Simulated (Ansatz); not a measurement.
Seebeck coefficient (μV/K, mean over directions) of n-type CdS (P6_3mc) against carrier density, Ansatz (an electronic-structure program) with PBE with spin-orbit coupling, rigid bands. Computed gap 1.22 eV; densities at which minority carriers matter at this gap, or further valleys turn the trend, are left out. Conductivity mass 0.146 mₑ (harmonic mean over directions), N_c = 1.3e18 cm⁻³ at 300 K.

```json
[
 {"electron density": "1e16 cm⁻³", "300 K": "-633", "500 K": "-703"},
 {"electron density": "1e17 cm⁻³", "300 K": "-435", "500 K": "-505"},
 {"electron density": "1e18 cm⁻³", "300 K": "-243", "500 K": "…"},
 {"electron density": "3e18 cm⁻³", "300 K": "-160", "500 K": "-221"},
 {"electron density": "1e19 cm⁻³", "300 K": "-88", "500 K": "…"},
 {"electron density": "3e19 cm⁻³", "300 K": "-47", "500 K": "-78"},
 {"electron density": "1e20 cm⁻³", "300 K": "-25", "500 K": "-41"},
 {"electron density": "3e20 cm⁻³", "300 K": "-15", "500 K": "-24"},
 {"electron density": "1e21 cm⁻³", "300 K": "…", "500 K": "-14"}
]
```

Q: Complete the blanks.

A: 
- 1e18 cm⁻³, 500 K: -309
- 1e19 cm⁻³, 500 K: -135
- 1e21 cm⁻³, 300 K: -9

Rigid bands with a gap fixed in temperature, one relaxation time for all states, no polarons or phonon drag, and whether or not such doping can be reached. Geometry: cell and atoms relaxed with PBEsol.
